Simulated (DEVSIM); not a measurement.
Structure: Schottky contact on p-type Si, at 350 K.

| layer (left to right) | material | thickness (μm) | Na (cm⁻³) | τn (s) | τp (s) |
|---|---|---|---|---|---|
| 1 | Si | 1.30 | 6.5e16 | 2.3e-7 | 2.3e-7 |

Left contact: Schottky, work function 4.304 eV, emission velocity 3.5e6 cm/s. Right contact: ohmic. Voltage is applied to the left contact. Recombination: SRH at mid-gap, Auger. Mobility is μmin + (μ − μmin)/(1 + (N/Nref)^α).

Constants are typed, rounded textbook-type inputs, not results; the design itself was drawn at random and stands for no fabricated device. Values at 300 K; Nc and Nv go as T^1.5, mobilities as T to minus their exponent, the gap by Varshni's rule with the affinity fixed.

```tsv
parameter	Si
gap (eV)	1.124
affinity (eV)	4.05
permittivity	11.7
Nc (cm⁻³)	2.86e19
Nv (cm⁻³)	3.1e19
μn (cm²/Vs)	1417
μp (cm²/Vs)	470
μn,min	52
μp,min	45
Nref,n	9.7e16
Nref,p	2.2e17
αn	0.68
αp	0.72
T exponent of μn	2.3
T exponent of μp	2.2
Cn (cm⁶/s)	2.8e-31
Cp (cm⁶/s)	9.9e-32
Varshni α (eV/K)	0.000473
Varshni β (K)	636
```

Simulated with DEVSIM: 1D drift-diffusion, Boltzmann statistics, complete ionisation; no tunnelling, impact ionisation, image-force lowering or self-heating. Metal contacts follow the ideal Schottky-Mott rule: no Fermi-level pinning, no interface dipoles.

The temperature was swept, all else fixed.

```tsv
temperature (K)	dark forward voltage at 1 A/cm² (V)	potential step across the device at zero bias (V)	dark forward voltage at 100 A/cm² (V)
250	0.531	0.755	0.635
300	0.443	0.711	0.568
350	0.352	0.664	0.499
400	0.260	0.615	0.429
450	0.166	0.565	0.356
500	0.078	0.513	0.280
```

From the first row to the last the dark forward voltage at 1 A/cm² goes from 0.531 to 0.078. From the first row to the last the potential step across the device at zero bias goes from 0.755 to 0.513.
